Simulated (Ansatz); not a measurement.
The reference is Pt in the fcc (Cu type) structure (space group Fm-3m, No. 225; a = 3.940 Å).

The values are results of r2SCAN (Ansatz, a program for electronic structure), no spin-orbit coupling, not measurements.

Base values:

The shortest interatomic distance comes out as 2.786 Å.

One thing is altered: Cu takes the place of Pt on all its sites; the structure is relaxed again.

Problem. What happens to the shortest interatomic distance?

Solution. The shortest interatomic distance falls by 0.257 Å to 2.529 Å.

Stability against distortions was not tested. The final runs are not spin-polarised.
